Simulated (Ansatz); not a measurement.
Double-hcp La, treated with PBE (PAW; Ansatz, a quantum-chemistry and plane-wave program).

Run with plane-wave cutoff 520 eV, 18×18×6 k mesh (along the axes of the cell as run), Fermi–Dirac smearing 0.033 eV (set by the program), scalar-relativistic PAW data made under PBE.

Computed at the level's own relaxed cell.

Task: Give the computed elastic constant C12, elastic constant C66, Poisson ratio, elastic constant C13, elastic constant C11, elastic constant C33 and elastic constant C44.

Result: 
* **elastic constant C12**: 15.3 GPa
* **elastic constant C66**: 17.1 GPa
* **Poisson ratio**: 0.222
* **elastic constant C13**: 10.2 GPa
* **elastic constant C11**: 49.6 GPa
* **elastic constant C33**: 53.3 GPa
* **elastic constant C44**: 14.8 GPa

Elastic constants are with the ions relaxed.

Spin–orbit coupling is not included.

The computed numbers hold no vibrational or temperature effects.
